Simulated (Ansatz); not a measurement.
An Ansatz (a program for electronic structure) input (r2SCAN+rVV10/PAW in Ansatz, scalar-relativistic without spin-orbit coupling, earlier PAW set):

Ansatz 0.2 input:
```yaml
crystal:
  lattice:
    - [3.2995192777, 0, 0]
    - [-1.6497596389, 2.8574675148, 0]
    - [0, 0, 13.1474513109]
  atoms:
    - { symbol: W, position: [0.3333333333, 0.6666666667, 0.25] }
    - { symbol: W, position: [0.6666666667, 0.3333333333, 0.75] }
    - { symbol: Se, position: [0.3333333333, 0.6666666667, 0.6233418796] }
    - { symbol: Se, position: [0.6666666667, 0.3333333333, 0.1233418796] }
    - { symbol: Se, position: [0.6666666667, 0.3333333333, 0.3766581204] }
    - { symbol: Se, position: [0.3333333333, 0.6666666667, 0.8766581204] }
basis: { ecutwfc: 500, ecutrho_ratio: 4, xc_grid: 4, fft_grid_basis: typed }
kpoints: { mp_grid: { grid: [16, 16, 4] } }
hamiltonian:
  xc: r2scan
  dispersion: rvv10
  pseudopotentials: { azcp: { folder: ./paw }, kind: paw }
total_charge: 0.247915
scf: { occupations: { method: fermi_dirac, width: 0.0259 }, convergence: { dr2_threshold: 0.0000000006 } }
relax: { f_tol: 0.005, max_steps: 30 }
output: { forces: true, stress: true }
checkpoint: { write: state.ck, write_every: 1000 }
```

Which symmetry and how many k-points will the program report, and about how many plane waves at Γ?

Space group P63/mmc (ITA 194) with 24 operations, k-points 90 of 1024, and 3107 plane waves at Γ.

Charged cell with a jellium background: band edges are those of the host's band count, energies are not comparable with the neutral cell, and many-body gap narrowing is missing. Stability against distortions was not tested. The cell was made from WSe2 in the 2H-MoS2 type structure (space group P6_3/mmc, No. 194; layered, stacked along the Cartesian z axis) by this change: holes 2.0×10^21 cm⁻³.
